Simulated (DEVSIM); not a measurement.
Device: Ni/SiO2/p-Si capacitor, at 300 K.

```
layer (left to right)  material  thickness (nm)  Na (cm⁻³)
---------------------  --------  --------------  ---------
1                          SiO2            26.0          -
2                            Si            4000     2.1e16
```

Metal gate on the left, work function 5.1 eV. Fixed charge at the semiconductor interface 0 cm⁻² (in units of +e); no interface traps.

The device is made up for the run: typed textbook-type constants, with dimensions and the other settings drawn at random. Values at 300 K; Nc and Nv go as T^1.5, mobilities as T to minus their exponent, the gap by Varshni's rule with the affinity fixed.

| parameter | SiO2 | Si |
|---|---|---|
| gap (eV) | 9 | 1.124 |
| affinity (eV) | 0.9 | 4.05 |
| permittivity | 3.9 | 11.7 |
| Nc (cm⁻³) | - | 2.86e19 |
| Nv (cm⁻³) | - | 3.1e19 |
| Varshni α (eV/K) | - | 0.000473 |
| Varshni β (K) | - | 636 |

Model (solved in DEVSIM): 1D Poisson equation in equilibrium, Boltzmann statistics, complete ionisation; no quantum confinement or tunnelling. Metal contacts follow the ideal Schottky-Mott rule: no Fermi-level pinning, no interface dipoles.

Base results: threshold voltage (band bending 2φF) (V) 1.41; minimum of the low-frequency capacitance (μF/cm²) 0.0389; capacitance of the dielectric stack (μF/cm²) 0.133; flat-band voltage (V) 0.11.

Task: What follows from this one change: fixed charge 0 → 2.25e+11 cm^-2?

Result: threshold voltage (band bending 2φF) 1.41 → 1.14 V; minimum of the low-frequency capacitance little changed (0.0384 μF/cm²); capacitance of the dielectric stack little changed (0.133 μF/cm²); flat-band voltage 0.11 → -0.16 V.

Task: What follows from this one change: SiO2 thickness 0.026 → 0.014 μm?

Result: threshold voltage (band bending 2φF) 1.41 → 1.16 V; minimum of the low-frequency capacitance 0.0389 → 0.0446 μF/cm²; capacitance of the dielectric stack 0.133 → 0.247 μF/cm²; flat-band voltage little changed (0.11 V).

Task: What follows from this one change: gate work function 5.1 → 4.95 eV?

Result: threshold voltage (band bending 2φF) 1.41 → 1.26 V; minimum of the low-frequency capacitance little changed (0.0384 μF/cm²); capacitance of the dielectric stack little changed (0.133 μF/cm²); flat-band voltage 0.11 → -0.04 V.

Task: What follows from this one change: substrate doping 2.1e+16 → 4.2e+16 cm^-3?

Result: threshold voltage (band bending 2φF) 1.41 → 1.67 V; minimum of the low-frequency capacitance 0.0389 → 0.0476 μF/cm²; capacitance of the dielectric stack little changed (0.133 μF/cm²); flat-band voltage 0.11 → 0.10 V.

Task: What follows from this one change: interface trap density 0 → 1e+12 cm^-2 eV^-1?

Result: threshold voltage (band bending 2φF) 1.41 → 1.86 V; minimum of the low-frequency capacitance 0.0389 → 0.0820 μF/cm²; capacitance of the dielectric stack little changed (0.133 μF/cm²); flat-band voltage 0.11 → -0.34 V.

Task: What follows from this one change: temperature 300 → 500 K?

Result: threshold voltage (band bending 2φF) 1.41 → 1.09 V; minimum of the low-frequency capacitance 0.0389 → 0.0552 μF/cm²; capacitance of the dielectric stack little changed (0.133 μF/cm²); flat-band voltage 0.11 → 0.33 V.
